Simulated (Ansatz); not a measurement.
**NaOH (Cmcm, No. 63; cell taken from a computed entry)**

Calculation: PBEsol (Ansatz, a program for electronic structure, PAW).

Run with plane-wave cutoff 500 eV, 12×12×12 k mesh, gaussian smearing 0.02 eV, scalar-relativistic PAW data made under PBE.

Cell: relaxed at this level.

For NaOH (Cmcm, No. 63; cell taken from a computed entry), the volume per atom is 10.42 Å³/atom and the band gap is 2.99 eV (on the SCF k mesh).

Note: the relaxation could not lower the start's symmetry, so the cell can be a saddle point above a distorted one.

It cost very roughly 2.3 core-minutes of CPU time.
